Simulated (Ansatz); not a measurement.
zinc-blende GaAs (1 1 0) on cubic CsPbBr3 (1 1 0) (film strained to the substrate, started from cuts of the bulks and a machine-learned relaxation; metallic at this level, with no gap by band count; slabs Cs3Pb3Br11 and As12Ga12, which can lie off the formulas)

A periodic stack without vacuum, zinc-blende GaAs (1 1 0) on cubic CsPbBr3 (1 1 0) (film strained to the substrate, started from cuts of the bulks and a machine-learned relaxation; metallic at this level, with no gap by band count; slabs Cs3Pb3Br11 and As12Ga12, which can lie off the formulas): substrate slab Cs3Pb3Br11, film As12Ga12, surface cells [[0, 1], [-1, 0]] and [[0, 2], [-1, 0]], film strained by +4.4 and +4.4 %, outermost planes Br/Br and AsGa/AsGa as cut, which need not be the usual terminations and can put a slab off its formula.

The start was prepared with a machine-learned potential, and the result is one local minimum, with the in-plane cell held and forces under 0.04 eV/Å; the film can end far from its bulk form.

All values below come from PBE (plane waves to 420 eV, PAW; Ansatz, a quantum-chemistry and plane-wave program). No spin–orbit coupling; the runs are not spin-polarised. Its k-point mesh 3×4×1, Fermi–Dirac width 0.05 eV.

| Property | Value |
|---|---|
| interface area | 50.9 Å² |
| period | 26.21 Å |
| heights between the nearest atoms of the two slabs at the two interfaces | 1.65 and 1.64 Å |
| Br–Ga contacts across the interfaces within 1.22 times the sum of covalent radii | 4, mean 2.54 Å |
| As–Cs contacts across the interfaces within 1.22 times the sum of covalent radii | 2, mean 3.97 Å |

```
CELL_PARAMETERS angstrom
      8.48323    -0.00069    -0.20489
     -0.00077     5.99974    -0.05688
     -1.36011    -2.75176    26.27708
ATOMIC_POSITIONS crystal
  Cs 0.61019 0.04034 0.12076
  Pb 0.09356 0.55242 0.11633
  Br 0.79624 0.50907 0.04101
  Br 0.31909 0.46969 0.03246
  Br 0.08048 0.05521 0.12846
  Cs 0.11585 0.12957 0.27586
  Pb 0.62139 0.62612 0.27573
  Br 0.40784 0.57450 0.17875
  Br 0.90140 0.59547 0.21001
  Br 0.62919 0.12606 0.27611
  Cs 0.63518 0.19742 0.43085
  Pb 0.15126 0.71293 0.43488
  Br 0.83714 0.67252 0.37272
  Br 0.33980 0.66045 0.34014
  Br 0.16592 0.20285 0.42307
  Br 0.44757 0.74151 0.51065
  Br 0.92497 0.71531 0.51860
  As 0.20252 0.21783 0.58574
  As 0.70316 0.22871 0.58158
  As 0.97094 0.74859 0.66505
  As 0.47197 0.74762 0.66297
  As 0.73826 0.28912 0.73752
  As 0.23924 0.28635 0.73713
  As 0.50725 0.82725 0.81389
  As 0.00632 0.82506 0.81426
  As 0.27436 0.35942 0.88627
  As 0.77319 0.36003 0.88846
  As 0.04269 0.90683 0.96544
  As 0.54185 0.92311 0.96990
  Ga 0.72047 0.50161 0.65924
  Ga 0.22027 0.50920 0.65972
  Ga 0.95120 0.00722 0.59521
  Ga 0.45994 0.00734 0.59365
  Ga 0.25732 0.58606 0.81228
  Ga 0.75567 0.58245 0.81342
  Ga 0.49006 0.04464 0.73797
  Ga 0.98835 0.04946 0.73901
  Ga 0.78462 0.68950 0.95746
  Ga 0.29424 0.68717 0.95622
  Ga 0.02511 0.12558 0.89170
  Ga 0.52443 0.11789 0.89217
```
